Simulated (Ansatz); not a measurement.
AlB2-type ZrB2 was calculated with r²SCAN (PAW; Ansatz, a quantum-chemistry and plane-wave program).

Settings: plane-wave cutoff 560 eV, 24×24×16 k mesh (along the axes of the cell as run), Fermi–Dirac smearing 0.05 eV, scalar-relativistic PAW data made under PBE.

Cell (relaxed at this level):

```
CELL_PARAMETERS angstrom
      1.58381    -2.74323     0.00000
      1.58381     2.74323     0.00000
      0.00000     0.00000     3.55077
ATOMIC_POSITIONS crystal
  Zr 0.00000 0.00000 0.00000
  B  0.33333 0.66667 0.50000
  B  0.66667 0.33333 0.50000
```

Q: What does this level give for the bulk modulus and pressure derivative B′ of the bulk modulus?

A: 
- bulk modulus: 242 GPa
- pressure derivative B′ of the bulk modulus: 3.9

The run finds no gap.

Note: the bulk modulus comes from volumes at which shape and atoms were relaxed.

The computed numbers hold no vibrational or temperature effects.

It cost about 8 core-minutes (a rough figure) of CPU time.
